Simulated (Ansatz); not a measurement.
The reference is CaC2 (space group C2/c, No. 15; a cell from a computed database, its experimental status unchecked).

```yaml
crystal:
  lattice:
    - [3.26011, -2.04177, 0.00000]
    - [3.26011, 2.04177, 0.00000]
    - [-2.01923, 0.00000, 7.00570]
  atoms:
    - { symbol: Ca, position: [0.17201, 0.82799, 0.75000] }
    - { symbol: Ca, position: [0.82799, 0.17201, 0.25000] }
    - { symbol: C, position: [0.42483, 0.14540, 0.56077] }
    - { symbol: C, position: [0.57517, 0.85460, 0.43923] }
    - { symbol: C, position: [0.85460, 0.57517, 0.93923] }
    - { symbol: C, position: [0.14540, 0.42483, 0.06077] }
```

Cartesian axes are those of the cell as printed.

Now apply this change: strain tensor (xx, yy, zz, yz, xz, xy) = (−0.81, −0.63, −1.81, −0.80, +0.27, −0.28) %, atoms relaxed at fixed cell.

Levels (all Ansatz, an electronic-structure program, PAW): PBEsol (420 eV, spin-orbit coupling left out); r2SCAN (500 eV, without spin-orbit coupling); HSE06 (420 eV, no SOC).

One geometry, relaxed with PBEsol, under each level:

```json
[
 {"level": "PBEsol", "band gap": "1.57 eV", "lowest conduction level above the VBM at special points": "T 1.57 eV; V 2.40 eV; U 2.45 eV; R 3.02 eV", "pressure": "2.00 GPa"},
 {"level": "r2SCAN", "band gap": "2.03 eV", "lowest conduction level above the VBM at special points": "T 2.03 eV; V 2.89 eV; U 2.94 eV; R 3.49 eV", "pressure": "3.39 GPa"},
 {"level": "HSE06", "band gap": "2.99 eV", "lowest conduction level above the VBM at special points": "T 2.99 eV; V 3.87 eV; U 3.92 eV; Γ 4.61 eV", "pressure": "–"}
]
```

Single points use the geometry relaxed with PBEsol. Their cutoffs differ, which shifts pressures a little. HSE06 was sampled on its mesh, a few special points and the semilocal edge points, so its gap is an upper bound. Whether these cells are dynamically stable was not tested. k-point labels follow each cell's own Brillouin zone.
